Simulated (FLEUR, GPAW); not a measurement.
A GPAW input for a self-consistent single point of La3Mg (I4/mmm, 4 atoms in the cell) (DFT LDA (Perdew-Wang 92), plane waves, GPAW PAW datasets LDA (gpaw-data 1.0.1)):

```python
from ase import Atoms
from ase.units import GPa
from gpaw import GPAW, PW

atoms = Atoms(['La', 'La', 'La', 'Mg'],
              cell=[[-2.526410, 2.526410, 5.229400],
                    [2.526410, -2.526410, 5.229400],
                    [2.526410, 2.526410, -5.229400]],
              scaled_positions=[[0.500000, 0.500000, 0.000000],
                                [0.250000, 0.750000, 0.500000],
                                [0.750000, 0.250000, 0.500000],
                                [0.000000, 0.000000, 0.000000]],
              pbc=True)

calc = GPAW(mode=PW(850),
            xc='LDA',
            kpts={'size': (6, 6, 6), 'gamma': True},
            occupations={'name': 'methfessel-paxton', 'width': 0.136, 'order': 0},
            nbands=-12,
            convergence={'density': 1e-05, 'energy': 1e-05},
            symmetry={'symmorphic': False, 'tolerance': 0.0005},
            maxiter=150,
            txt='-')

atoms.calc = calc

energy = atoms.get_potential_energy()
print('Energy (eV):', round(energy, 6))
forces = atoms.get_forces()
print('Forces (eV/Ang):')
print(forces.round(5))
stress = atoms.get_stress()
print('Stress (GPa, Voigt):', (stress / GPa).round(4))
```

Problem. Translate this input to FLEUR.

Solution. One input that does it (others would too):

Input of the input generator:

```
La3Mg FLAPW
&input film=f /
-2.5264100000 2.5264100000 5.2294000000
2.5264100000 -2.5264100000 5.2294000000
2.5264100000 2.5264100000 -5.2294000000
1.8897261246
1.0 1.0 1.0

4
57 0.5000000000 0.5000000000 0.0000000000
57 0.2500000000 0.7500000000 0.5000000000
57 0.7500000000 0.2500000000 0.5000000000
12 0.0000000000 0.0000000000 0.0000000000

&comp jspins=1 /
&exco xctyp='pz' /
&kpt div1=6 div2=6 div3=6 gamma=t /
&end /
```

```xml
<?xml version="1.0" encoding="UTF-8" standalone="no"?>
<fleurInput fleurInputVersion="0.39">
   <comment>
      La3Mg FLAPW                                                                                         
   </comment>
   <calculationSetup>
      <cutoffs Kmax="3.8" Gmax="13.3" GmaxXC="13.3" numbands="0"/>
      <scfLoop itmax="60" minDistance="0.00001" maxIterBroyd="25" imix="Anderson" alpha="0.05" precondParam="0.0" spinf="2.0"/>
      <coreElectrons ctail="T" frcor="F" kcrel="0" coretail_lmax="0"/>
      <xcFunctional name="pz" relativisticCorrections="F"/>
      <magnetism jspins="1"/>
      <soc l_soc="F" theta="0.0" phi="0.0" spav="F"/>
      <expertModes spex="0" secvar="F"/>
      <geometryOptimization l_f="T" forcealpha="1.0" forcemix="BFGS" epsdisp="0.00001" epsforce="0.00001"/>
      <ldaU l_linMix="F" mixParam="0.05" spinf="1.0"/>
   </calculationSetup>
   <cell>
      <bzIntegration valenceElectrons="43.0" mode="gauss" fermiSmearingEnergy="0.00499791">
         <kPointListSelection listName="default-1"/>
         <!-- k-points included here -->
         <xi:include xmlns:xi="http://www.w3.org/2001/XInclude" href="kpts.xml"> </xi:include>
      </bzIntegration>
      <!-- symmetry operations included here -->
      <xi:include xmlns:xi="http://www.w3.org/2001/XInclude" href="sym.xml"> </xi:include>
      <bulkLattice scale="1.0">
         <bravaisMatrix>
            <row-1>   -4.7742229784506858     4.7742229784506858     9.8821337959832398</row-1>
            <row-2>    4.7742229784506858    -4.7742229784506858     9.8821337959832398</row-2>
            <row-3>    4.7742229784506858     4.7742229784506858    -9.8821337959832398</row-3>
         </bravaisMatrix>
      </bulkLattice>
   </cell>
   <atomSpecies>
      <species name="Lanthanum (La)" element="La" atomicNumber="57">
         <mtSphere radius="2.68" gridPoints="925" logIncrement="0.014"/>
         <atomicCutoffs lmax="10" lnonsphr="8"/>
         <electronConfig flipSpins="F">
            <coreConfig>(1s1/2) (2s1/2) (2p1/2) (2p3/2) (3s1/2) (3p1/2) (3p3/2) (4s1/2) (3d3/2) (3d5/2) (4p1/2) (4p3/2) (4d3/2) (4d5/2)</coreConfig>
            <valenceConfig>(5s1/2) (5p1/2) (5p3/2) (6s1/2) (5d3/2) (5d5/2)</valenceConfig>
            <stateOccupation state="(5d3/2)" spinUp="0.2" spinDown="0.2"/>
            <stateOccupation state="(5d5/2)" spinUp="0.3" spinDown="0.3"/>
         </electronConfig>
         <energyParameters s="6" p="6" d="5" f="4"/>
         <lo type="SCLO" l="0" n="5" eDeriv="0"/>
         <lo type="SCLO" l="1" n="5" eDeriv="0"/>
      </species>
      <species name="Magnesium (Mg)" element="Mg" atomicNumber="12">
         <mtSphere radius="2.68" gridPoints="925" logIncrement="0.013"/>
         <atomicCutoffs lmax="10" lnonsphr="8"/>
         <electronConfig flipSpins="F">
            <coreConfig>(1s1/2)</coreConfig>
            <valenceConfig>(2s1/2) (2p1/2) (2p3/2) (3s1/2)</valenceConfig>
         </electronConfig>
         <energyParameters s="3" p="3" d="3" f="4"/>
         <lo type="SCLO" l="0" n="2" eDeriv="0"/>
         <lo type="SCLO" l="1" n="2" eDeriv="0"/>
      </species>
   </atomSpecies>
   <atomGroups>
      <atomGroup species="Lanthanum (La)">
         <relPos label="                   1">1.000/2.000 1.000/2.000 .0000000000</relPos>
         <force calculate="T" relaxXYZ="TTT"/>
      </atomGroup>
      <atomGroup species="Lanthanum (La)">
         <relPos label="                   2">1.000/4.000 -1.000/4.000 1.000/2.000</relPos>
         <relPos label="                   3">-1.000/4.000 1.000/4.000 1.000/2.000</relPos>
         <force calculate="T" relaxXYZ="TTT"/>
      </atomGroup>
      <atomGroup species="Magnesium (Mg)">
         <relPos label="                   4">.0000000000 .0000000000 .0000000000</relPos>
         <force calculate="T" relaxXYZ="TTT"/>
      </atomGroup>
   </atomGroups>
   <output dos="F" band="F" slice="F">
      <checks vchk="F" cdinf="F"/>
      <bandDOS minEnergy="-.5*Htr" maxEnergy="0.5*Htr" sigma="0.015" storeEVData="T"/>
      <vacuumDOS vacdos="F" integ="F" star="F" nstars="0" locx1="0.0" locy1="0.0" locx2="0.0" locy2="0.0" nstm="0" tworkf="0.0"/>
      <unfoldingBand unfoldBand="F" supercellX="1" supercellY="1" supercellZ="1"/>
      <plotting iplot="0" polar="F">
         <plot TwoD="T" vec1="  1.0  0.0  0.0" vec2="  0.0  1.0  0.0" vec3="  0.0  0.0  1.0" zero="  0.0  0.0  0.0" file="plot"/>
      </plotting>
      <chargeDensitySlicing numkpt="0" minEigenval="0.0" maxEigenval="0.0" nnne="0" pallst="F"/>
      <specialOutput eonly="F"/>
      <magneticCircularDichroism mcd="F" energyLo="-10.0" energyUp="0.0"/>
   </output>
  <!-- We include the file relax.xml here to enable relaxations (see documentation) -->
  <xi:include xmlns:xi="http://www.w3.org/2001/XInclude" href="relax.xml"> <xi:fallback/> </xi:include>
</fleurInput>
```

Basis settings and potentials, where a program has them, do not carry over. This input uses DFT, LDA (Perdew-Zunger), all-electron FLAPW (FLEUR), scalar-relativistic valence. LDA parametrisations can differ slightly between programs.

The starting cell comes from a database of computed structures (which also holds hypothetical and non-ambient phases and stackings), without a prior relaxation at this level.
